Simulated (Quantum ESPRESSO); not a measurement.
**Variants of one calculation on PbSe (Fm-3m, 2 atoms in the cell)**

```
PbSe
1.0
   -3.07352     0.00000     3.07352
    0.00000     3.07352     3.07352
   -3.07352     3.07352     0.00000
Pb Se
1 1
Direct
  0.00000   0.00000   0.00000
  0.50000   0.50000   0.50000
```

Base run A: PBE, PSlibrary PAW (PBE) pseudopotentials (Quantum ESPRESSO 7.5), self-consistent single point.

Its settings: ecutwfc = 55 Ry; ecutrho = 330 Ry; occupations = smearing; smearing = gaussian; degauss = 0.000734986 Ry; potentials = {Pb: Pb.pbe-dn-kjpaw_psl.1.0.0.UPF, Se: Se.pbe-n-kjpaw_psl.1.0.0.UPF}; K_POINTS = automatic 5 5 5 1 1 1; conv_thr = 1e-10 Ry.

The starting cell comes from a database of computed structures (which also holds hypothetical and non-ambient phases and stackings), without a prior relaxation at this level. Its lattice was rescaled by a random factor within 2.5 % of one. A gap is left out here, as mesh or smearing make it unsure.

ΔF is the free energy per atom less that of run A. A dash stands where there is no value to compare (another energy zero or no entropy term, no result, no spin, no clean gap, or a mesh too coarse for one). Absolute energies have different zeros for different potentials, functionals, Hubbard and dispersion terms and are not compared across them.

Runs E sample the zone with one or two k-points, far too few for so small a cell.

Runs:
- B: vdw_corr: default → grimme-d3; dftd3_version: default → 4; dftd3_threebody: default → false [PBE-D3(BJ)]
- C: 1 x 1 x 2 supercell, mesh divided and rounded up; K_POINTS: automatic 5 5 5 1 1 1 → automatic 5 5 3 1 1 1
- D: ecutrho: 330 Ry → 165 Ry
- E: K_POINTS: automatic 5 5 5 1 1 1 → automatic 2 2 2 1 1 1
- F: ecutwfc: 55 Ry → 82 Ry; ecutrho: 330 Ry → 492 Ry
- G: nbnd: default → 74
- H: conv_thr: 1e-10 Ry → 1e-05 Ry

```
run  ΔF (meV/atom)  pressure (GPa)  k-points  valence electrons
---  -------------  --------------  --------  -----------------
A             0.00            1.14        19                 20
B                –           -0.92        19                 20
C            -0.56            1.15        24                 40
D             0.18            1.14        19                 20
E           -284.1           -1.47         2                 20
F            -46.9            1.79        19                 20
G             0.00            1.14        19                 20
H             0.00            1.13        19                 20
```

Run H against A: The free energy stays essentially unchanged (within 1 meV/atom) and the pressure hardly changes (1.14 to 1.13 GPa).

Run B against A: The pressure goes from 1.14 to -0.92 GPa.

Run E against A: The free energy falls by 284 meV/atom and the pressure goes from 1.14 to -1.47 GPa.
